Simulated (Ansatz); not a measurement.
The reference is CdS in the zinc blende structure (space group F-43m, No. 216; a = 5.8777 Å). Axes: x, y, z lie along the cube axes.

Computed with r2SCAN (Ansatz, an electronic-structure program), scalar-relativistic without spin-orbit coupling.

Strains are applied to the cell and any free atomic positions relax.

One change was made to it. Results:

The valence-band top at Γ (three highest levels, from the VBM) becomes 0.00, -0.02, -0.04 eV (base: 0.00, 0.00, 0.00 eV); the band gap falls by 0.02 eV (1.54 eV → 1.52 eV); the gap character stays direct at Γ.

Problem. Which of these changes matches the shifts?
A. tensor shear ε_xy = +1.71 %
B. tensor shear ε_xy = +0.57 %
C. tensor shear ε_xy = +2.00 %

Solution. B, tensor shear ε_xy = +0.57 %. For comparison, the band gap in the other runs: tensor shear ε_xy = +2.00 % gives 1.45 eV; tensor shear ε_xy = +1.71 % gives 1.47 eV.

Stability against distortions was not tested. Labels are those of the standard path for the cell's own space group.
